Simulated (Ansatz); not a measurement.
Li2S under a change: isotropic strain +2.00 %

Consider Li$_{2}$S in the anti-fluorite structure (space group Fm-3m, No. 225; a = 5.6549 Å).

Perturbation: every lattice vector is stretched by 2.00 %; the atoms relax in the strained cell.

All numbers come from PBEsol/PAW in Ansatz (a first-principles code), no spin-orbit coupling. Settings: 10×10×10 k-points, 0.05 eV Fermi–Dirac smearing.

The shortest interatomic distance grows by 0.049 Å, from 2.449 Å to 2.498 Å and the energy rises by 6.7 meV/atom. The band gap goes up by 0.04 eV to 3.24 eV and the gap character is still indirect, Γ → X. The smallest direct gap drops by 0.295 eV to 3.92 eV and the mean gap deformation potential ΔEg/Δln V comes out as +0.7 eV. The width of the top valence band falls by 0.16 eV to 1.70 eV and the electron mass becomes 0.64 mₑ along k, 0.34 mₑ across (at X) (base: 0.62 mₑ along k, 0.33 mₑ across (at X)). The hole mass (degenerate bands, along [100]) changes from 0.47, 0.91, 0.91 mₑ (at Γ) to 0.46, 0.98, 0.98 mₑ (at Γ) and the valley order (the lowest conduction-band minima on the path, energy above the VBM, named in the base's zone) changes from X along ⟨100⟩ 3.20 eV; Γ 4.21 eV to X along ⟨100⟩ 3.24 eV; Γ 3.92 eV.

Final structure:

```
CELL_PARAMETERS angstrom
      0.00000     2.88401     2.88401
      2.88401     0.00000     2.88401
      2.88401     2.88401     0.00000
ATOMIC_POSITIONS crystal
  Li 0.25000 0.25000 0.25000
  Li 0.75000 0.75000 0.75000
  S  0.00000 0.00000 0.00000
```

Masses are band curvatures over ±0.01 Å⁻¹ around the edge. Along k means along the line from Γ to the band edge. Whether these cells are dynamically stable was not tested.
